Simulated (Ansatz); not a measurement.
Start from Rh$_{3}$Si$_{2}$ (space group P-3m1, No. 164; a = 3.958 Å, c = 5.036 Å; a cell from a computed database, its experimental status unchecked). Axes: x lies along a and z along c of the hexagonal cell.

Method: Ansatz (a first-principles code) PBEsol, without spin-orbit coupling, earlier PAW set.

For the base:

| Property | Value |
|---|---|
| Pressure | 0.0 GPa |

The change: the symmetric strain tensor [-0.0003 0.0069 -0.0064; 0.0069 0.0115 0.0152; -0.0064 0.0152 0.0249], atoms relaxed at fixed cell.

Problem. Estimate the effect on the pressure.

Solution. The pressure (mean of the normal stresses, compression positive) goes from zero to -6.9 GPa.

Problem. What happens to the largest internal atomic displacement?

Solution. The largest internal atomic displacement amounts to 0.027 Å.

No phonon test of stability was made. The final runs are not spin-polarised. An odd electron count without spin: Rh3Si2.
